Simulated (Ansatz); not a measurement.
Functionals compared on a constructed model of the (111) surface of fcc Cu, a pseudomorphic layer of Mg in the host's stacking (bottom of the slab: a bare face, its two planes held), in Ansatz (plane waves, PAW). The structure was relaxed with PBE; the other rows are single points on it. Cutoff 420 eV (500 eV for r2SCAN).

Set-up: 7 atoms, 12.9 Å thick at the start with caps and adatoms (thin: gaps and levels are the slab's own); mesh 17x17x1; 0.1 eV smearing; dipole correction on; 2 atoms held, the rest relaxed; held to the start's symmetry, so lower structures may exist; no spin, no spin-orbit, no U. In PBE it is, or lies within 0.01 eV a 1x1 cell of, the lowest of the 2 structures of its composition computed so far; subsurface sites and larger cells were not tried. These notes are the PBE run's.

```
functional  work function of the top face (eV)  rough cost of the single point
----------  ----------------------------------  ------------------------------
PBE                                       4.05                               –
RPBE                                      3.99         roughly 20 core-seconds
r2SCAN                                       …  around 50 core-seconds (rough)
```

Problem. What belongs in the gaps?

Solution. 
- r2SCAN, work function of the top face (eV): 4.15

Ansatz is an electronic-structure program.
